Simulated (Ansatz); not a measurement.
**What uniaxial strain ε_zz = +3.00 % does to CdGeAs2**

Start from CdGeAs$_{2}$ in the chalcopyrite structure (space group I-42d, No. 122; a = 5.942 Å, c = 11.312 Å). Axes: x, y, z lie along a, b, c of the conventional cell.

One thing is altered: uniaxial strain ε_zz = +3.00 %, all other strain components held at zero, atoms relaxed at fixed cell.

Level of theory: PBEsol (Ansatz, a quantum-chemistry and plane-wave program; PAW; 420 eV plane waves; without spin-orbit coupling). Settings: 8×8×8 k-points, 0.05 eV Fermi–Dirac smearing.

- Volume per atom: 25.71 Å³ (base 24.96 Å³)
- Space group: I-42d (No. 122) (base I-42d (No. 122))
- Shortest interatomic distance: 2.473 Å (base 2.447 Å)
- Energy relative to the base (free energy F): +5.5 meV/atom
- Pressure (mean of the normal stresses, compression positive): -1.64 GPa (base 0.00 GPa)
- Band gap: 0.08 eV (uncertain: the Fermi level lies in a band; both cells) (base 0.13 eV)
- Stress (xx, yy, zz, yz, xz, xy; compression positive): (-1.31, -1.31, -2.31, 0.00, 0.00, 0.00) GPa

Final structure:

```xyz
8
Lattice="-2.9710 2.9710 5.8256 2.9710 -2.9710 5.8256 2.9710 2.9710 -5.8256" Properties=species:S:1:pos:R:3 pbc="T T T"
Cd     0.0000     0.0000     0.0000
Cd     0.0000     2.9710     2.9128
Ge     0.0000     0.0000     5.8256
Ge     2.9710     0.0000     2.9128
As     1.3379     1.4855     7.2821
As     1.4855    -1.3379     4.3692
As     1.6331     1.4855     1.4564
As     1.4855     4.3089    -1.4564
```

Gaps are read on the SCF mesh and a high-symmetry path. No phonon test of stability was made. The zero or small gap of CdGeAs2 can change with the level of theory.
